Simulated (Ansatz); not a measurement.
System: LaBr3 (model structure, started from the ReO3 type, Pm-3m, No. 221, 4 atoms in the cell). Method: PBEsol (PAW; Ansatz, a first-principles code).

Numerical settings: plane-wave cutoff 520 eV, 6×6×6 k mesh, Fermi–Dirac smearing 0.01 eV, scalar-relativistic PAW data made under PBE.

Cell (relaxed with PBEsol):

```cif
data_Br3La
_chemical_formula_sum 'La1 Br3'
_space_group_name_H-M_alt 'Pm-3m'
_space_group_IT_number 221
_space_group_name_Hall '-P 4 2 3'
_cell_length_a 5.80365
_cell_length_b 5.80365
_cell_length_c 5.80365
_cell_angle_alpha 90.000
_cell_angle_beta 90.000
_cell_angle_gamma 90.000
loop_
_atom_site_label
_atom_site_type_symbol
_atom_site_symmetry_multiplicity
_atom_site_Wyckoff_symbol
_atom_site_fract_x
_atom_site_fract_y
_atom_site_fract_z
_atom_site_occupancy
La1 La 1 a 0.00000 0.00000 0.00000 1
Br1 Br 3 d 0.00000 0.00000 0.50000 1
```

Task: What does this level give for the band gap, smallest direct gap on the k points sampled and direct gap at Γ?

Result: 
* **band gap**: 3.52 eV
* **smallest direct gap on the k points sampled**: 3.59 eV
* **direct gap at Γ**: 4.07 eV

Note: the relaxation could raise the start's symmetry but not lower it, so the cell can be a saddle point.

Spin–orbit coupling is not included.

Static lattice: no zero-point or thermal effects.

The result took about 30 core-seconds (a rough figure).

A model structure was made by putting elements into a prototype or built by hand; it is no filed structure, need not be a known phase, and can be a saddle point held by its symmetry.
